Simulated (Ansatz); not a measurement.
The starting structures come from a database of crystals and need not be the phases stable at ambient conditions.

 Where the default PAW files enter, the runs use the earlier of Ansatz's two default sets.

By LDA and PBEsol, the system below comes out a metal.

Consider the following.

```
CELL_PARAMETERS angstrom
      3.09943     0.00000     0.00000
      0.00000     3.87739     0.00000
      0.00000     1.93870     1.95319
ATOMIC_POSITIONS crystal
  Al 0.00000 0.00000 0.00000
  Ni 0.50000 0.50000 0.00000
```

Space group of this cell: Cmmm. The cell is taken as given.

The current runs along the normal of the first two printed vectors. All runs by Ansatz (a program for electronic structure), plane waves and PAW, without spin-orbit coupling; the base is PBEsol.

```tsv
run	mean pressure (GPa)	G/A, both spins (10¹⁵ S/m²)
base	0.3	1.03
all lengths scaled by 0.98	12.3	1.07
all lengths scaled by 1.02	-8.7	0.99
lda in place of pbesol	-5.1	1.03
lengths across the current scaled by 0.98, ions clamped	8.0	(withheld)
lengths across the current scaled by 1.02, ions clamped	-5.9	1.01
lengths along the current scaled by 0.97, ions clamped	6.2	(withheld)
lengths along the current scaled by 1.03, ions clamped	-4.4	1.01
```

Q: Some entries are withheld; supply them.

A: 
- lengths across the current scaled by 0.98, ions clamped, G/A, both spins (10¹⁵ S/m²): 1.06
- lengths along the current scaled by 0.97, ions clamped, G/A, both spins (10¹⁵ S/m²): 1.05
